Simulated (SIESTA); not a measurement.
## Worked example: self-consistent single point of WSi2 (I4/mmm, 3 atoms in the cell) in SIESTA

Level of theory: GGA PBE, numerical atomic orbitals DZP, PseudoDojo PBE standard norm-conserving potentials (rewritten from UPF to PSML) in SIESTA 5.4.2.

The input file:

```
# files in the folder: Si.psml W.psml (PseudoDojo PBE standard)
SystemName  WSi2
SystemLabel wsi2

NumberOfAtoms                3
NumberOfSpecies              2
%block ChemicalSpeciesLabel
  1 14 Si
  2 74 W
%endblock ChemicalSpeciesLabel
LatticeConstant              1.0 Bohr
%block LatticeVectors
    -3.033010430    3.033010430    7.398277778
     3.033010430   -3.033010430    7.398277778
     3.033010430    3.033010430   -7.398277778
%endblock LatticeVectors
AtomicCoordinatesFormat      ScaledCartesian
%block AtomicCoordinatesAndAtomicSpecies
    -0.000000000    0.000000000    9.839709445  1
     0.000000000   -0.000000000    4.956846111  1
     0.000000000    0.000000000    0.000000000  2
%endblock AtomicCoordinatesAndAtomicSpecies

XC.functional                GGA
XC.authors                   PBE
PAO.BasisSize                DZP
PAO.EnergyShift              0.01 Ry
MeshCutoff                   400 Ry
%block kgrid.MonkhorstPack
   10   0   0  0.0
    0  10   0  0.0
    0   0  10  0.0
%endblock kgrid.MonkhorstPack
OccupationFunction           FD
ElectronicTemperature        1160.45 K

MaxSCFIterations             150
SCF.Mixer.Method             Broyden
SCF.Mixer.Weight             0.1
SCF.Mixer.History            6
SCF.DM.Tolerance             1.0E-05
Diag.ParallelOverK           true
WriteForces                  true
```

Output, abridged:

```
reinit: Reading from file input.fdf

reinit: System Name: WSi2
reinit: System Label: wsi2

coor:   Atomic-coordinates input format  =     Cartesian coordinates
coor:                                          (in units of alat)

siesta: Atomic coordinates (Bohr) and species
siesta:     -0.00000   0.00000   9.83971  1        1
siesta:      0.00000  -0.00000   4.95685  1        2
siesta:      0.00000   0.00000   0.00000  2        3

siesta: System type = bulk

initatomlists: Number of atoms, orbitals, and projectors:      3    45    68

siesta: ******************** Simulation parameters ****************************
redata: Spin configuration                          = none
redata: Time-Reversal Symmetry                      = T
redata: Number of Atomic Species                    =        2
redata: Mesh Cutoff                                 =   400.0000 Ry
redata: Net charge of the system                    =     0.0000 |e|
redata: Min. number of SCF Iter                     =        0
redata: Max. number of SCF Iter                     =      150
redata: SCF convergence failure will abort job
redata: SCF mix quantity                            = Hamiltonian
redata: Mix DM or H after convergence               =   F
redata: Recompute H after scf cycle                 =   F
redata: Mix DM in first SCF step                    =   T
redata: No kicks to SCF
redata: DM Mixing Weight for Kicks                  =     0.5000
redata: Require Harris convergence for SCF          =   F
redata: Harris energy tolerance for SCF             =     0.000100 eV
redata: Require DM convergence for SCF              =   T
redata: DM tolerance for SCF                        =     0.000010
redata: Require EDM convergence for SCF             =   F
redata: EDM tolerance for SCF                       =     0.001000 eV
redata: Require H convergence for SCF               =   T
redata: Hamiltonian tolerance for SCF               =     0.001000 eV
redata: Require (free) Energy convergence for SCF   =   F
redata: (free) Energy tolerance for SCF             =     0.000100 eV
redata: Using DFT-D3 dispersion                     =   F
redata: Using Saved Data (generic)                  =   F
redata: Method of Calculation                       = Diagonalization
redata: Electronic Temperature                      =  1160.4500 K
redata: Number of TDED substeps                     =        3
redata: Dynamics option                             = Single-point calculation
redata: Save all siesta data in one NC              =   F
redata: ***********************************************************************

%block SCF.Mixers
  Broyden
%endblock SCF.Mixers

%block SCF.Mixer.Broyden
  # Mixing method
  method broyden

  # Mixing options
  weight 0.1000
  weight.linear 0.1000
  weight.prime 0.1000
  history 6
%endblock SCF.Mixer.Broyden

DM_history_depth set to one: no extrapolation allowed by default for geometry relaxation
Size of DM history Fstack: 1
Total number of electrons:    22.000000
Total ionic charge:    22.000000

* ProcessorY, Blocksize:    1  46

* Orbital distribution balance (max,min):    45    45

k-point displ. along   1 input, could be:     0.00    0.50
k-point displ. along   2 input, could be:     0.00    0.50
k-point displ. along   3 input, could be:     0.00    0.50
 Kpoints in:          600 . Kpoints trimmed:          560

siesta: k-grid: Number of k-points = 560
siesta: k-points from Monkhorst-Pack grid
siesta: k-cutoff (effective) =    16.050 Ang
siesta: k-point supercell and displacements
siesta: k-grid:    10     0     0      0.000
siesta: k-grid:     0    10     0      0.000
siesta: k-grid:     0     0    10      0.000

diag: Algorithm                                     = D&C
diag: Parallel over k                               =   F
diag: Use parallel 2D distribution                  =   F
diag: Parallel block-size                           = 46
diag: Parallel distribution                         =     1 x     1
diag: Used triangular part                          = Lower
diag: Absolute tolerance                            =  0.100E-15
diag: Orthogonalization factor                      =  0.100E-05
diag: Memory factor                                 =  1.0000

superc: Internal auxiliary supercell:     7 x     7 x     9  =     441
superc: Number of atoms, orbitals, and projectors:   1323  19845  29988

                        Single-point calculation

superc: Internal auxiliary supercell:     7 x     7 x     9  =     441
superc: Number of atoms, orbitals, and projectors:   1323  19845  29988

outcell: Unit cell vectors (Ang):
       -1.605000    1.605000    3.915000
        1.605000   -1.605000    3.915000
        1.605000    1.605000   -3.915000

outcell: Cell vector modules (Ang)   :    4.525403    4.525403    4.525403
outcell: Cell angles (23,13,12) (deg):    138.4542    138.4542     60.2080
outcell: Cell volume (Ang**3)        :     40.3406
new_DM -- step:     1
Initializing Density Matrix...

Attempting to read DM from file... Failed...
DM filled with atomic data:

InitMesh: MESH = 48 x 48 x 36 = 82944
InitMesh: Mesh cutoff (required, used) =   400.000   490.101 Ry

stepf: Fermi-Dirac step function

        iscf     Eharris(eV)        E_KS(eV)     FreeEng(eV)     dDmax    Ef(eV) dHmax(eV)
   scf:    1    -2268.678502    -2290.667452    -2290.691763  1.774927 -3.064448 10.904020
   scf:    2    -2294.421515    -2292.704722    -2292.723275  0.095115 -3.297188  7.387166
   scf:    3    -2294.503024    -2294.174775    -2294.184828  0.145216 -3.835591  0.663783
   scf:    4    -2294.194235    -2294.194892    -2294.205987  0.061577 -3.806970  1.039004
   scf:    5    -2294.217389    -2294.207075    -2294.218242  0.034246 -3.842783  0.656819
   scf:    6    -2294.221759    -2294.215550    -2294.226516  0.016257 -3.885558  0.241435
   [... 8 lines left out ...]
   scf:   15    -2294.216912    -2294.216913    -2294.227775  0.000034 -3.911019  0.000570
   scf:   16    -2294.216912    -2294.216913    -2294.227775  0.000023 -3.911045  0.000487
   scf:   17    -2294.216912    -2294.216912    -2294.227775  0.000016 -3.911065  0.000428
   scf:   18    -2294.216912    -2294.216912    -2294.227775  0.000012 -3.911080  0.000380
   scf:   19    -2294.216912    -2294.216912    -2294.227775  0.000009 -3.911093  0.000341

SCF Convergence by DM+H criterion
max |DM_out - DM_in|         :     0.0000091911
max |H_out - H_in|      (eV) :     0.0003408083
SCF cycle converged after 19 iterations

Using DM_out to compute the final energy and forces

siesta: E_KS(eV) =            -2294.2169

siesta: E_KS - E_eggbox =     -2294.2169

siesta: Atomic forces (eV/Ang):
     1    0.000411    0.000411    0.143222
     2   -0.000411   -0.000411   -0.143222
     3    0.000000    0.000000    0.000000
   Tot    0.000000   -0.000000    0.000000
   Max    0.143222
   Res    0.067516    sqrt( Sum f_i^2 / 3N )
   Max    0.143222    constrained

Stress tensor Voigt[x,y,z,yz,xz,xy] (kbar):      -58.60      -58.60      -68.65        0.10        0.10       -0.01
(Free)E + p*V (eV/cell)    -2292.6679
Target enthalpy (eV/cell)    -2294.2278

siesta: Program's energy decomposition (eV):
siesta: Ebs     =      -536.330014
siesta: Eions   =      4126.022907
siesta: Ena     =      1306.713298
siesta: Ekin    =       646.705245
siesta: Enl     =       370.803923
siesta: Eso     =         0.000000
siesta: Edftu   =         0.000000
siesta: DEna    =        46.699744
siesta: DUscf   =         0.978554
siesta: DUext   =         0.000000
siesta: Ex      =      -497.657696
siesta: Ec      =       -42.437074
siesta: Exc     =      -540.094769
siesta: Eharris =     -2294.216912
siesta: Etot    =     -2294.216912
siesta: FreeEng =     -2294.227775

siesta: Atomic forces (eV/Ang):
siesta:      1    0.000411    0.000411    0.143222
siesta:      2   -0.000411   -0.000411   -0.143222
siesta:      3    0.000000    0.000000    0.000000
siesta: ----------------------------------------
siesta:    Tot    0.000000   -0.000000    0.000000

siesta: Stress tensor (static) (eV/Ang**3):
siesta:    -0.036575   -0.000005    0.000063
siesta:    -0.000005   -0.036575    0.000063
siesta:     0.000063    0.000063   -0.042849

siesta: Cell volume =         40.340551 Ang**3

siesta: Pressure (static):
siesta:                Solid            Molecule  Units
siesta:           0.00042113          0.00038783  Ry/Bohr**3
siesta:           0.03866643          0.03560853  eV/Ang**3
siesta:          61.95045374         57.05116084  kBar
```

The run converged in 19 iterations.

The starting cell has typed, rounded lattice constants, without a prior relaxation at this level. Spin polarisation is off. Values carry the incompleteness of an atom-centred basis. With a pressure of about 6 GPa the cell is away from its equilibrium volume at this level.

Cost on one core of a shared machine: roughly 2 min.
